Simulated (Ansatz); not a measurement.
LaAl2 (Fd-3m), PBEsol, DFPT electron-phonon coupling, linearised Boltzmann equation in Ansatz (a first-principles code): phonon-limited resistivity 48.1 μΩ·cm at 300 K, 65.0 μΩ·cm at 400 K, Drude plasma energy 3.83 eV.

Question: What temperature coefficient of resistance follows, and how does it compare with 1/T?

Answer: (ρ₄₀₀ − ρ₃₀₀)/(100 K × ρ₃₀₀) = 3.51×10⁻³ K⁻¹, against 1/T = 3.33×10⁻³ K⁻¹ for a resistivity proportional to T. It lies higher because phonons are still being populated at 300 K; impurities would add a constant and lower it.

Question: Estimate the electronic thermal conductivity at 300 K by the Wiedemann-Franz law (L₀ = 2.44×10⁻⁸ W·Ω/K²).

Answer: L₀T/ρ = 2.44×10⁻⁸ × 300/(48.1×10⁻⁸) = 15.2 W/(m·K). Inelastic scattering puts the true Lorenz number somewhat under L₀ near and below the Debye temperature.

Question: What is the classical skin depth at 1 GHz (nonmagnetic, μ₀ = 1.257×10⁻⁶ H/m)?

Answer: δ = √(ρ/(π f μ₀)) = 11000 nm.

A metal at this level (no band gap). Only scattering by harmonic phonons is included (no impurities, grain boundaries, electron-electron scattering or thermal expansion). Spin-orbit coupling is left out. Halving the electron mesh (20x20x20) moves the resistivity by up to 6 % at 300 K. Smearing 0.20 eV; phonons on a 3x3x3 q mesh, which this run doesn't test.

Computed structure with no diffraction record at hand here (it may be known, metastable or hypothetical): LaAl2 (Fd-3m).
